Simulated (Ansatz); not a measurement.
For CuCl (model structure, Pm-3m, No. 221, 2 atoms in the cell), LDA (plane waves, PAW; Ansatz, a quantum-chemistry and plane-wave program) gives:

- equilibrium lattice constant a = 3.071 Å
- bulk modulus B0 = 89.4 GPa
- cohesive energy = 3.26 eV/atom
- band gap = 0.09 eV

Question: What does PBEsol (PAW; Ansatz) give for the same quantities?

Answer: 
- lattice constant a: 3.116 Å (rises by 1.5 %)
- bulk modulus: 76.3 GPa (falls by 15 %)
- cohesive energy: 2.83 eV/atom (shrinks by 0.43 eV/atom)
- band gap: 0.00 eV (drops by 0.09 eV)

Changes are worked out from the printed values.

Unless a cell is named, each level is at its own relaxed cell (LDA 14.48, PBEsol 15.12 Å³/atom).

A gap of zero means that the bands touch or overlap. Density-functional gaps are differences of (generalised) Kohn–Sham levels.

Caveats: the bulk modulus is −V dP/dV from two relaxed cells at ±2 % in volume (LDA, PBEsol). Ansatz's density-functional and Hartree–Fock values are scalar-relativistic unless marked +SOC, with PAW data made under PBE.

A model structure was made by putting elements into a prototype or built by hand; it is no filed structure, need not be a known phase, and can be a saddle point held by its symmetry.
